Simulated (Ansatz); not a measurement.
## InAs (model structure, started from the CsCl type, Pm-3m, No. 221, 2 atoms in the cell): properties by level of theory

```
level (code)         lattice constant a (Å)  cohesive energy (eV/atom)
-------------------  ----------------------  -------------------------
LDA (Ansatz)                              …                          …
PBE (Ansatz)                              …                       2.46
PBEsol (Ansatz)                           …                       2.91
PBE-D3(BJ) (Ansatz)                       …                       2.85
r²SCAN (Ansatz)                           …                       2.42
```

Some entries are withheld; supply them.


- LDA (Ansatz, a quantum-chemistry and plane-wave program), lattice constant a (Å): 3.479
- LDA (Ansatz), cohesive energy (eV/atom): 3.37
- PBE (Ansatz), lattice constant a (Å): 3.578
- PBEsol (Ansatz), lattice constant a (Å): 3.509
- PBE-D3(BJ) (Ansatz), lattice constant a (Å): 3.521
- r²SCAN (Ansatz), lattice constant a (Å): 3.545

Ansatz's density-functional and Hartree–Fock values are scalar-relativistic unless marked +SOC, with PAW data made under PBE.

Free atoms are spin-polarised, in the lowest state found; at levels without +SOC their spin–orbit coupling is left out.

Static lattice: no zero-point or thermal effects.

A model structure was made by putting elements into a prototype or built by hand; it is no filed structure, need not be a known phase, and can be a saddle point held by its symmetry.
